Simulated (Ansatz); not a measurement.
Ansatz (a first-principles code) run on InCu2 (P3m1, 6 atoms in the cell): relaxation of the atoms.

Level of theory: LDA (PW92), default PAW files made with PBE (plane waves; Ansatz).

The change in words: one atom moved by 0.15 angstrom; relax: default → atoms; relax.f_tol: default → 0.001 eV/Å. Reference geometry:
```
CELL_PARAMETERS angstrom
      4.46811     0.00000     0.00000
     -2.23406     3.86950     0.00000
      0.00000     0.00000     5.38432
ATOMIC_POSITIONS crystal
  In 0.66667 0.33333 0.75000
  In 0.33333 0.66667 0.25000
  Cu 0.00000 0.00000 0.00000
  Cu 0.00000 0.00000 0.50000
  Cu 0.66667 0.33333 0.25000
  Cu 0.33333 0.66667 0.75000
```

Reference input (self-consistent single point, DFT, LDA (PW92), plane waves, default PAW files made with PBE): basis.ecutwfc = 420 eV; kpoints.mp_grid.grid = 9 9 6; hamiltonian.xc = lda; hamiltonian.pseudopotentials = {kind: paw} (the program's default PAW files); scf.occupations.method = fermi_dirac; scf.occupations.width = 0.1 eV. This run's input differs from it in these lines:

```diff
@@ -6,3 +6,3 @@
   atoms:
-    - { symbol: In, position_ang: [2.23405923, 1.28983238, 4.03824375] }
+    - { symbol: In, position_ang: [2.23405923, 1.28983238, 4.18824566] }
     - { symbol: In, position_ang: [-0.00000223, 2.57966862, 1.34608125] }
@@ -21,2 +21,4 @@
   occupations: { method: fermi_dirac, width: 0.1 }
+relax:
+  f_tol: 0.001
 output:
```

Log, with long lists cut:

```
   [... SCF lines of the steps left out ...]
relax step   1: F+E_penalty+E_count = -37136.44298136 eV  Δ(F+E_penalty+E_count) = +0.000e0 eV  max|allowed force component| = 7.639e-1 eV/Å  Δτ_max = 0.0000 Å  (8 SCF iters, dr2 threshold 1.00e-7 eV, accepted)
relax step   2: F+E_penalty+E_count = -37136.49187260 eV  Δ(F+E_penalty+E_count) = -4.889e-2 eV  max|allowed force component| = 2.093e-1 eV/Å  Δτ_max = 0.0684 Å  (6 SCF iters, dr2 threshold 3.65e-5 eV, accepted)
   [... lines left out ...]
relax step  10: F+E_penalty+E_count = -37136.51934960 eV  Δ(F+E_penalty+E_count) = -4.452e-7 eV  max|allowed force component| = 1.078e-2 eV/Å  Δτ_max = 0.0000 Å  (6 SCF iters, accepted)
relax step  11: F+E_penalty+E_count = -37136.51945541 eV  Δ(F+E_penalty+E_count) = -1.058e-4 eV  max|allowed force component| = 1.304e-3 eV/Å  Δτ_max = 0.0118 Å  (7 SCF iters, dr2 threshold 7.27e-9 eV, accepted)
relax step  12: F+E_penalty+E_count = -37136.51945594 eV  Δ(F+E_penalty+E_count) = -5.331e-7 eV  max|allowed force component| = 3.313e-4 eV/Å  Δτ_max = 0.0009 Å  (6 SCF iters, accepted)
the relaxation is at rest under the 6 symmetry operations that the run kept from its start: a minimum is not shown …
Free energy (F): -37136.519456 eV
Internal energy: -37136.474004 eV  (E = F + TS)
E sigma→0 (E₀):  -37136.496730 eV
Entropy (-TS):   -0.045452 eV (-7.575 meV/atom)
Fermi energy:    14.280387 eV
--- Forces (eV/Å), atoms counted from 1 ---
  atom   1  In     0.00000000    -0.00000000     0.00026980
  atom   2  In     0.00000000     0.00000000    -0.00008443
  atom   3  Cu    -0.00000000     0.00000000    -0.00030518
  atom   4  Cu     0.00000000    -0.00000000     0.00033082
  atom   5  Cu     0.00000000    -0.00000000    -0.00022482
   [... lines left out ...]
    - { symbol: Cu, position: [2.0793242084125215e-19, -1.487977037615746e-34, 0.0046625795757898976] }
    - { symbol: Cu, position: [2.0599076298754865e-19, 2.939661952362816e-34, 0.50461904074613] }
    - { symbol: Cu, position: [0.6666666666666666, 0.3333333333333333, 0.3127264391584691] }
    - { symbol: Cu, position: [0.3333333333333333, 0.6666666666666666, 0.6965675361712497] }
```

The run converged.  The full log also holds: “iter 5 did not close the SCF: its close was put off for the readings that it lacked (scf_convergence_deferred on its scf_iter line)”. The full log also holds: “iter 5 did not close the SCF: its close was put off for the readings that it lacked (scf_convergence_deferred on its scf_iter line)”.

Summary of the result:
```
Quantity                                                  Value
-----------------------------------------------  --------------
Free energy E − TS (on the zero of these files)  -37136.5195 eV
Fermi level (on the code's own zero)                   14.28 eV
Pressure                                             -10.51 GPa
Relaxation steps                                             12
```

The starting cell comes from a database of computed structures (which also holds hypothetical and non-ambient phases and stackings), without a prior relaxation at this level. Its lattice was rescaled by up to half a per cent. For this run, on top of that: one atom moved by 0.15 angstrom. Spin polarisation is off. The relaxation keeps the symmetry of its start, so its end need not be a minimum. Ansatz's pressure includes its estimate of the finite-basis (Pulay) stress.

Cost on one core of a shared machine: roughly 8 min.

Keys are those of Ansatz 0.2.
